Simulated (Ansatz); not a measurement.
Cell and atoms of amorphous Hf$_{20}$Al$_{20}$O$_{70}$:

```xyz
110
Lattice="10.9221 0.1201 -0.1174 0.1201 10.8756 -0.0065 -0.1174 -0.0065 11.0744" Properties=species:S:1:pos:R:3 pbc="T T T"
Hf     7.7160     9.9849     1.3050
Hf     1.6258     7.0063    10.0514
Hf     1.6048     3.2312    10.1970
Hf     9.3971    10.4090     6.6619
Hf     4.1545    10.1664     6.6357
Hf     4.2427     1.0409     0.6728
Hf     3.5004     4.9928     3.8912
Hf     0.9385    10.0996     4.1792
Hf     8.8085     1.7287     4.1291
Hf     4.6520     4.6334     0.2343
Hf     9.5478     4.7494     9.8957
Hf     1.8056     2.0206     2.7249
Hf     7.0326     4.8074     7.9734
Hf     4.9510     7.2486     8.6437
Hf     8.1188     1.5029     9.6986
Hf     5.8240     7.5487     2.3286
Hf    10.6994     4.0754     6.6854
Hf    10.5291     4.5052     3.3217
Hf     9.9056     7.3933     4.6410
Hf     6.2448     2.0141     6.2821
Al     4.5586     2.0129     8.7675
Al     1.3503     9.1372     7.1818
Al     7.0986     6.7364    10.8635
Al     9.3582     7.3356     8.3840
Al     9.9977     1.2603     1.3185
Al     7.4064     7.4502     6.0454
Al     6.3369     9.7773     4.7003
Al    10.2232     9.6825    10.1442
Al     2.3697    10.3772     9.7719
Al    10.7457     7.8853     1.6664
Al     3.5512     4.2286     7.3672
Al     5.5506     2.7811     2.9597
Al     5.9029     9.9370     9.5018
Al     0.2560     1.3326     8.2529
Al     7.1954     4.7354     4.4076
Al     2.4852     2.0496     5.9956
Al     3.3732     8.0609     4.4618
Al     2.7903     8.8714     1.4430
Al     7.8661     3.8390     1.2937
Al     2.1064     6.3494     6.7202
O      1.4456     1.1036     9.5531
O      0.3946    10.5968     7.4001
O     10.8118     3.2382     8.7843
O      5.3007     3.5216     7.6367
O      9.9102     3.2600     4.9379
O     10.0463     0.2875     4.8252
O      3.0081     3.0945     8.6066
O      9.0732     7.2750     6.6246
O      4.4399     6.7957     3.6403
O      6.3540     1.3098     8.2864
O      5.4815     4.3219     3.9618
O      8.0447     1.1046     5.9837
O      8.3600     5.2589     0.3749
O      8.7261     2.4673     0.5043
O      6.1600     3.4093     1.4234
O      6.7710     2.0653     4.0272
O      5.8982     0.2202     1.2537
O      0.9035     2.1884     6.7762
O      9.1720     4.8867     7.6970
O      4.9007     8.7873     5.1678
O     10.6104     6.5347     9.4195
O      4.3517     0.2487     9.7156
O      9.8036     0.4826    10.7479
O      3.3924     7.7768     9.7504
O     10.6198     8.7802     3.2095
O      0.9978     9.1562     9.9365
O      2.5041     9.0151     3.1899
O      1.4917     7.6270     1.0076
O      3.3340     3.6099     5.6303
O      1.5234     4.7945     7.2068
O      7.7160     9.1919     5.6892
O     10.6841     5.6375     5.1139
O      0.2731     4.2297     0.1417
O      2.4067     6.5919     4.9955
O      5.4357     9.2562     7.8769
O     10.8788     8.8734     5.7061
O      6.1332     8.1917    10.0169
O      6.3537     6.6051     7.1122
O      7.6646     6.5275     4.4936
O      2.9440    10.3810     0.4899
O      8.0634     6.4525     9.2876
O      5.9105     6.0641     0.9554
O      7.5276     7.9540     1.1530
O      2.6533     5.1362    10.3972
O      3.8601     1.3218     6.9850
O      7.8053     3.4863     9.3267
O     10.5568     2.6254     2.4317
O      4.4590     8.4204     1.4017
O      8.7170     0.5008     2.3759
O      5.4944     0.3035     5.4460
O      2.2989     2.2424     0.7840
O      3.6723     4.6955     1.9550
O      1.3741     7.4863     7.8072
O      2.7659     9.8689     8.0880
O      5.6187     5.5192     9.5400
O      1.6034     3.9416     3.5073
O      3.7452     6.0117     7.3754
O      7.2280     3.9414     6.0164
O      2.4555     9.2917     5.6769
O      4.0250     1.9007     2.6586
O      8.3209     4.1339     3.0593
O      6.7734     9.3184     3.0885
O     10.2749     6.4044     2.6298
O      7.3775    10.5845    10.3017
O      0.6525     0.3006     2.3878
O      9.8013     8.8638     0.5403
O      2.0716     1.0446     4.5644
O      9.3408     1.0858     8.1703
O      4.6136     2.6603    10.5259
O      9.3982     9.1293     8.5842
```

Level of theory: PBE, scalar-relativistic without spin-orbit coupling (plane waves to 420 eV, PAW; Ansatz, a quantum-chemistry and plane-wave program).

A CHGNet melt-quench gave the starting glass, which DFT then relaxed. O atoms were pushed apart under 1.9 Å during the dynamics, to hinder bonds among them. The hot cell started wider than the set density and was brought back towards it in steps. It is the lowest in DFT energy of 4 quenches. It is a model cell: composition and starting density were chosen by hand, and all elements were melted together. No dispersion term was used. Its density started from a set value of 6.72 and ended at 6.60 g/cm³. Cooling (nominally 600 K/ps over its main leg) ran many orders faster than in experiment, which tends to leave more defects and strain. Values belong to this one cell and scatter from quench to quench. Volume and shape were free in the relaxation.

Neighbours within Hf-Hf 3.34 Å, Hf-Al 3.00 Å, Hf-O 2.76 Å, Al-Al 2.66 Å, Al-O 2.38 Å, O-O 1.58 Å count as bonded. Two cations that share two anions don't count as bonded, nor two that share one unless they lie closer than Hf-Hf 3.25 Å, Hf-Al 2.92 Å, Al-Al 2.59 Å.

Question: Give the coordination numbers, mean bond lengths and angles.

Answer: 
Mean coordination of Hf by anions: 6.25 (1 with 5, 13 with 6, 6 with 7)
Mean coordination of Al by anions: 4.50 (12 with 4, 6 with 5, 2 with 6)
Mean coordination of O: 3.07 (5 with 2, 55 with 3, 10 with 4)
Mean Hf-O bond: 2.148 Å (spread 0.129 Å, 125 counted)
Mean Al-O bond: 1.845 Å (spread 0.100 Å, 90 counted)
Bond angle at Hf: mean 102.6°, spread 28.8°
Bond angle at Al: mean 107.3°, spread 21.8°
Bond angle at O: mean 115.7°, spread 16.8°

Question: List the pairs of like atoms that count as bonded by the rules above.

Answer: There are none by these rules.
